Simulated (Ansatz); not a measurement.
## Effect of biaxial strain −1.91 %, plane normal [111], relaxed out of plane on hypothetical CsCl type BiSb

The reference is BiSb in the CsCl type structure (space group Pm-3m, No. 221; a = 3.894 Å; a hypothetical phase, not in the database extracts checked; relaxed with 0.1 eV smearing). Axes: x, y, z lie along the cube axes.

One thing is altered: compressive biaxial strain of 1.91 % in the plane normal to [111], as in epitaxy on a mismatched substrate; the out-of-plane cell vector and the atoms relax.

Method: Ansatz (an electronic-structure program), PBE, PAW, cutoff 420 eV, no spin-orbit coupling. Settings: 15×15×15 k-points, 0.1 eV Fermi–Dirac smearing.

- Volume per atom = 29.05 Å³ (base 29.53 Å³)
- Space group = R-3m (No. 166) (base Pm-3m (No. 221))
- Shortest interatomic distance = 332.4 pm (base 337.3 pm)
- Energy relative to the base (free energy F) = +5.5 meV/atom
- Pressure (mean of the normal stresses, compression positive) = 1.0 GPa (base 0.0 GPa)
- Band gap = zero (base zero)
- Out-of-plane strain = +2.22 %
- Ratio −ε⊥/ε∥ = 1.16
- Mean in-plane stress (compression positive) = +1.5 GPa

No phonon test of stability was made. The final runs are not spin-polarised.
